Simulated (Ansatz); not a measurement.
The parent structure is Sn (space group I4_1/amd, No. 141).

```xyz
2
Lattice="-2.9166 2.9166 1.5790 2.9166 -2.9166 1.5790 2.9166 2.9166 -1.5790" Properties=species:S:1:pos:R:3 pbc="T T T"
Sn     0.0000     2.9166     0.7895
Sn     0.0000     0.0000     0.0000
```

Level of theory: DFT with PBEsol, PAW potentials and a 420 eV plane-wave cutoff in Ansatz (a first-principles code), no spin-orbit coupling, earlier PAW set.

For the base:

The volume per atom is 26.86 Å³.

It is then changed as follows: every Sn is replaced by V, then cell and atoms are relaxed.

Tabulated Pauling electronegativity and covalent radius: Sn 1.96, 1.39 Å; V 1.63, 1.53 Å.

What does the calculation give for the volume per atom after the change?

The volume per atom shrinks by 13.456 Å³ (26.86 Å³ → 13.41 Å³).

Stability against distortions was not tested. As relaxed here, V is a hypothetical phase, not in the database extracts checked. Starting moments died away, wholly or in part, for Sn → V; another magnetic solution may exist. All final runs are without spin polarisation.
